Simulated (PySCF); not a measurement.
PySCF 2.14.0, CAM-B3LYP/def2-svp: W(O)3 ([O]=[W](=[O])=[O]), 4 atoms. The geometry is a generated start, not checked to be a minimum at this level.

```yaml
task: energy
method: cam-b3lyp
basis: def2-svp
mol.max_memory: 7000 MB
mf.init_guess: minao (default)
mf.DIIS: CDIIS (default)
mf.diis_space: 8 (default)
mf.conv_tol: 1e-09 (default)
mf.grids.level: 3 (default)
effective_core_potentials: those of the basis set, past Kr
basis functions (reference run): 74
grid points (reference run): 66560
```

```xyz
4

W      0.0004     0.0016     0.0023
O      1.5509    -0.3710    -0.6719
O     -0.5566    -0.8390     1.4099
O     -0.9947     1.2084    -0.7402
```

The reference run uses exact four-centre integrals. One run each, on a shared machine, so no times are given.

Settings tried, all else as in the reference:
- density fitting, auxbasis = def2-universal-jfit
- density fitting
- COSX exchange (sgx_fit, pjs) with fitted J, mf.with_df.grids_level_i = 1, mf.with_df.grids_level_f = 1
- COSX exchange (sgx_fit, pjs) with fitted J, mf.with_df.grids_level_i = 1, mf.with_df.grids_level_f = 4
- COSX exchange (sgx_fit, pjs) with fitted J, mf.with_df.grids_level_i = 1, mf.with_df.grids_level_f = 2 (default)
- density fitting of J alone, exact K
- COSX exchange (sgx_fit, pjs) with fitted J, mf.with_df.grids_level_i = 1, mf.with_df.grids_level_f = 3
- density fitting, auxbasis = autoaux

Which settings reproduce the reference to 0.10 meV/atom in energy?

Within it: density fitting; density fitting, auxbasis = autoaux. Outside: COSX exchange (sgx_fit, pjs) with fitted J, mf.with_df.grids_level_i = 1, mf.with_df.grids_level_f = 2 (default); COSX exchange (sgx_fit, pjs) with fitted J, mf.with_df.grids_level_i = 1, mf.with_df.grids_level_f = 4; density fitting of J alone, exact K; COSX exchange (sgx_fit, pjs) with fitted J, mf.with_df.grids_level_i = 1, mf.with_df.grids_level_f = 3; COSX exchange (sgx_fit, pjs) with fitted J, mf.with_df.grids_level_i = 1, mf.with_df.grids_level_f = 1; density fitting, auxbasis = def2-universal-jfit.

```json
[
 {"setting": "density fitting", "energy against the reference": "+0.056 meV/atom"},
 {"setting": "density fitting, auxbasis = autoaux", "energy against the reference": "+0.063 meV/atom"},
 {"setting": "COSX exchange (sgx_fit, pjs) with fitted J, mf.with_df.grids_level_i = 1, mf.with_df.grids_level_f = 2 (default)", "energy against the reference": "−0.24 meV/atom"},
 {"setting": "COSX exchange (sgx_fit, pjs) with fitted J, mf.with_df.grids_level_i = 1, mf.with_df.grids_level_f = 4", "energy against the reference": "−0.26 meV/atom"},
 {"setting": "density fitting of J alone, exact K", "energy against the reference": "−0.27 meV/atom"},
 {"setting": "COSX exchange (sgx_fit, pjs) with fitted J, mf.with_df.grids_level_i = 1, mf.with_df.grids_level_f = 3", "energy against the reference": "−0.30 meV/atom"},
 {"setting": "COSX exchange (sgx_fit, pjs) with fitted J, mf.with_df.grids_level_i = 1, mf.with_df.grids_level_f = 1", "energy against the reference": "−0.47 meV/atom"},
 {"setting": "density fitting, auxbasis = def2-universal-jfit", "energy against the reference": "+68 meV/atom"}
]
```

Total energies are compared; such shifts often cancel in part in energy differences. sgx_fit (COSX, pjs=True) fits J as well, so its difference is the sum of the grid's shift in exchange and the fit's in Coulomb. def2-universal-jfit is made for Coulomb alone and misses functions that exchange needs. No test of the SCF solution's stability was run. Also tried and not ranked: density fitting, auxbasis = def2-universal-jkfit (same energy as a listed run). The tolerance is a choice made for this comparison.
